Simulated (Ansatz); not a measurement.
Consider TaN in the rock salt structure (space group Fm-3m, No. 225; a = 4.396 Å).

Computed with plane-wave PAW DFT at the r2SCAN level (Ansatz, a program for electronic structure, 500 eV), no SOC.

Base values:

```
Property              Result
-------------------  -------
Lattice parameter a  4.396 Å
Band gap                zero
```

The change: a hydrostatic pressure of 4.2 GPa.

How does this affect the lattice parameter a?

The lattice parameter a shrinks by 0.017 Å, from 4.396 Å to 4.379 Å.

Predict the new band gap.

The band gap remains zero.

Load acts through the strain it causes; cell and atoms are relaxed under it. No phonon test of stability was made. The final runs are not spin-polarised. This is not the structure that TaN has at room temperature and ambient pressure.
